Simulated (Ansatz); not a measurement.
## BaBiO3: uniaxial strain ε_zz = −2.61 %

Base system: BaBiO3 (space group C2/m, No. 12).

```xyz
10
Lattice="5.2933 -3.0622 0.0000 5.2933 3.0622 0.0000 -3.5725 0.0000 5.0482" Properties=species:S:1:pos:R:3 pbc="T T T"
Ba     7.0239     0.0000     1.3130
Ba    -0.0097     0.0000     3.7353
Bi     0.0000     0.0000     0.0000
Bi     3.5071     0.0000     2.5241
O      4.6770    -1.4920     1.5426
O      2.3371     1.4920     3.5056
O      2.3371    -1.4920     3.5056
O      4.6770     1.4920     1.5426
O      4.9070     0.0000     4.1406
O      2.1072     0.0000     0.9076
```

Cartesian axes are those of the cell as printed.

It is then changed as follows: the cell is compressed by 2.61 % along z with no lateral relaxation, atoms relaxed at fixed cell.

All numbers come from PBEsol/PAW in Ansatz (a program for electronic structure), spin-orbit coupling left out. Settings: 7×7×7 k-points, 0.05 eV Fermi–Dirac smearing.

```tsv
quantity	base	changed	shift
volume per atom	16.37 Å³	15.94 Å³	-0.43 Å³
space group	C2/m (No. 12)	C2/m (No. 12)	–
shortest interatomic distance	2.135 Å	2.121 Å	-0.014 Å
energy relative to the base (free energy F)	0 meV/atom	+6.8 meV/atom	+6.8 meV/atom
pressure (mean of the normal stresses, compression positive)	0.0 GPa	3.4 GPa	+3.4 GPa
band gap	zero	zero	–
largest internal atomic displacement	–	0.022 Å	–
stress (xx, yy, zz, yz, xz, xy; compression positive) (rough)	–	(2.6, 2.5, 5.2, 0.0, -0.3, 0.0) GPa	–
```

A case with no gap was solved on a k-mesh chosen for an insulator, which is coarse for it. Without a gap, meshes like the base's 7×7×7 leave anisotropic stresses uncertain by several tenths of a GPa, and small strain energies with them. With Bi present, leaving out spin-orbit coupling can change the band edges. Whether these cells are dynamically stable was not tested. The final runs are not spin-polarised. Gaps under 0.05 eV, about the width of the smearing, are given as zero. The zero or small gap of BaBiO3 can change with the level of theory.
